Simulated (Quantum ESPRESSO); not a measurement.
**Parameter sweep on Zn3Se (P6_3/mmc, 8 atoms in the cell)**

```yaml
crystal:
  lattice:
    - [5.98412, 0.00000, 0.00000]
    - [-2.99206, 5.18240, 0.00000]
    - [0.00000, 0.00000, 4.86931]
  atoms:
    - { symbol: Zn, position: [0.31906, 0.15953, 0.75000] }
    - { symbol: Zn, position: [0.68094, 0.84047, 0.25000] }
    - { symbol: Zn, position: [0.15953, 0.31906, 0.25000] }
    - { symbol: Zn, position: [0.84047, 0.68094, 0.75000] }
    - { symbol: Zn, position: [0.84047, 0.15953, 0.75000] }
    - { symbol: Zn, position: [0.15953, 0.84047, 0.25000] }
    - { symbol: Se, position: [0.66667, 0.33333, 0.25000] }
    - { symbol: Se, position: [0.33333, 0.66667, 0.75000] }
```

Base run A: LDA (PZ), PSlibrary PAW (LDA) pseudopotentials in Quantum ESPRESSO, self-consistent single point.

Its settings: ecutwfc = 50 Ry; ecutrho = 300 Ry; occupations = smearing; smearing = marzari-vanderbilt; degauss = 0.019992 Ry; potentials = {Zn: Zn.pz-dn-kjpaw_psl.1.0.0.UPF, Se: Se.pz-n-kjpaw_psl.1.0.0.UPF}; K_POINTS = automatic 4 4 4 1 1 1; conv_thr = 1e-11 Ry.

The starting cell comes from a database of computed structures (which also holds hypothetical and non-ambient phases and stackings), without a prior relaxation at this level. Its lattice was rescaled by a random factor within 2.5 % of one. In the base run, with a pressure of about -10 GPa the cell is away from its equilibrium volume at this level. The run gives no clean gap (levels at the Fermi energy touch, overlap or are partly filled at this smearing), which alone does not show that the compound is a metal.

A dash stands where there is no value to compare (another energy zero or no entropy term, no result, no spin, no clean gap, or a mesh too coarse for one). 

Runs:
- B: HUBBARD: default → ortho-atomic; U Zn-3d 1 eV [LDA (PZ)+U]
- C: HUBBARD: default → ortho-atomic; U Zn-3d 2 eV [LDA (PZ)+U]
- D: HUBBARD: default → ortho-atomic; U Zn-3d 3 eV [LDA (PZ)+U]
- E: HUBBARD: default → ortho-atomic; U Zn-3d 4 eV [LDA (PZ)+U]
- F: HUBBARD: default → ortho-atomic; U Zn-3d 5 eV [LDA (PZ)+U]
- G: HUBBARD: default → ortho-atomic; U Zn-3d 6 eV [LDA (PZ)+U]
- H: HUBBARD: default → ortho-atomic; U Zn-3d 7 eV [LDA (PZ)+U]
- I: HUBBARD: default → ortho-atomic; U Zn-3d 8 eV [LDA (PZ)+U]

```
run  pressure (GPa)  largest force (eV/Å)  Hubbard energy (eV/atom)
---  --------------  --------------------  ------------------------
A             -9.94                 0.091                         –
B             -9.65                 0.077                     0.017
C             -9.38                 0.064                     0.032
D             -9.12                 0.051                     0.046
E               ___                 0.039                     0.057
F               ___                 0.028                     0.067
G             -8.42                 0.016                     0.077
H             -8.21                 0.006                     0.085
I             -8.01                 0.004                     0.092
```

**Question.** Complete the blanks.

**Answer.** 
- E, pressure (GPa): -8.87
- F, pressure (GPa): -8.64
